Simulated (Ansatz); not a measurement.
# Effect of Ta vacancy, symmetric start on TaSi2

The reference is a 9-atom supercell of TaSi$_{2}$ (space group P6_222, No. 180; a = 4.8039 Å, c = 6.6042 Å) at its relaxed geometry.

One thing is altered: one Ta atom is removed, atoms relaxed at fixed cell.

Computed with DFT with PBE, PAW potentials and a 420 eV plane-wave cutoff in Ansatz (a first-principles code), no SOC, earlier PAW set. Γ-centred 10×10×10 mesh, Fermi–Dirac width 0.05 eV.

The energy gained by relaxation amounts to 0.22 eV and the largest displacement of a host atom from its site in the perfect cell comes out as 0.40 Å. The mean distance from the defect site to its nearest host atoms drops by 0.15 Å, from 2.62 Å to 2.47 Å.

Final structure:

```
TaSi3
1.0
    4.80388     0.00000     0.00000
   -2.40194     4.16029     0.00000
   -2.40194    -4.16029     6.60424
Ta Si
2 6
Direct
  0.84537   0.84537   0.34537
  0.65463   0.15463   0.65463
  0.20695   0.41389   0.00000
  0.13619   0.47011   0.31432
  0.35176   0.52989   0.68568
  0.79305   0.58611   0.00000
  0.49244   0.15852   0.31432
  0.01960   0.84148   0.68568
```

Cost of the whole job for the changed cell (relaxation, final SCF and bands): roughly 9 core-minutes.

In so small a cell the defect repeats every few ångströms: this is an ordered compound, not a dilute defect. The defect started on the symmetric site and kept its symmetry, so it may sit on a saddle. All final runs are without spin polarisation. An odd electron count without spin: TaSi2. The defect cell is not spin-polarised.
